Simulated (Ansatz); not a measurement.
# S on the 1x1 (110) surface of zinc-blende GaAs (cut with top plane As + Ga), one in a 2x1 cell, started at the site 'hollow As'

Host crystal: zinc-blende GaAs, with a band gap (PBE, scalar-relativistic without spin-orbit coupling).

Calculation: PBE (plane waves to 420 eV, PAW; Ansatz, a program for electronic structure).

Slab: 21 atoms, 8.6 Å thick at the start under the adsorbate (thin: gaps and levels are the slab's own); k 3x4x1, smearing 0.01 eV, dipole-corrected; 8 atoms held, the rest relaxed; held to the start's symmetry, so lower structures may exist; spin-polarised, no spin-orbit, no U, no dispersion correction. The starting moment vanished. At the end it is bonded to 3 Ga. In PBE it is, or lies within 0.03 eV of, the lowest of the starts that converged.

```json
{
 "energy of the end state, in which the adsorbate broke or entered a bond of the host, against ⅛ S8(g)": "70 meV",
 "change_of_the_step_from_the_bottom_to_the_top_vacuum_level_against_the_clean_slab": "0.49 eV",
 "energy_released_by_relaxation": "1.51 eV",
 "height of the binding atom over the mean of the host atoms within 0.3 Å of the top one": "0.440 Å",
 "magnetic_moment_of_the_cell": "0.00 μB",
 "largest_move_of_a_host_atom": "1.70 Å",
 "caution": "the host itself rearranges in this cell, so the energy holds part of a reconstruction",
 "note": "in the relaxation the adsorbate left its starting site by 1.1 Å",
 "cost": "around 2.3 core-hours (rough)"
}
```

A negative adsorption energy means that the adsorbate is more stable on the surface than in its reference.
